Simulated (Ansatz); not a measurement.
Take GaN in the wurtzite structure (space group P6_3mc, No. 186) as the base.

```xyz
4
Lattice="3.1831 0.0000 0.0000 -1.5916 2.7567 0.0000 0.0000 0.0000 5.1836" Properties=species:S:1:pos:R:3 pbc="T T T"
Ga     1.5916     0.9189     0.0051
Ga     0.0000     1.8378     2.5969
N      1.5916     0.9189     3.2357
N      0.0000     1.8378     0.6439
```

Cartesian axes are those of the cell as printed.

The values are results of r2SCAN/PAW in Ansatz (an electronic-structure program), no SOC, not measurements.

Base values:

The band gap is 2.35 eV and the valence-band top at Γ is 0.00, 0.00, -0.04 eV.

Perturbation: a free-standing slab of 3 layers (12 atoms, 4 a layer) is cut normal to the y axis, with 15 Å of vacuum and the in-plane cell held at bulk.

Problem. What happens to the band gap, change of the spacing d12 from its bulk value of 0.919 Å, gap character and valence-band top at Γ?

Solution. The band gap decreases by 0.36 eV, from 2.35 eV to 1.99 eV; the change of the spacing d12 from its bulk value of 0.919 Å comes out as -24.0 %; the gap character is direct at Γ; the valence-band top at Γ (three highest levels, from the VBM) changes from 0.00, 0.00, -0.04 eV to 0.00, -0.10, -0.26 eV.

Gaps are Kohn–Sham eigenvalue differences; semilocal functionals usually give less than the measured gap. Whether these cells are dynamically stable was not tested. Labels are those of the standard path for the cell's own space group.
